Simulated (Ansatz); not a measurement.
Base system: GaN in the zinc blende structure (space group F-43m, No. 216; a = 4.5485 Å).

Calculations: PBE, PAW, 420 eV (Ansatz, a program for electronic structure; no SOC).

Base values:

```
Property              Result
-------------------  -------
Band gap             1.54 eV
Lattice parameter a  4.549 Å
```

The change: cell and atoms relaxed at a pressure of 9 GPa.

What does the calculation give for the band gap and lattice parameter a after the change?

The band gap rises by 0.30 eV to 1.84 eV; the lattice parameter a falls by 0.071 Å (4.549 Å → 4.478 Å).

Load acts through the strain it causes; cell and atoms are relaxed under it. Whether these cells are dynamically stable was not tested. Tetrahedral semiconductors of this kind turn to denser phases somewhere between about 1 and 50 GPa; those were not computed, so compressed cells here can lie past the real transition. This is not the structure that GaN has at room temperature and ambient pressure.
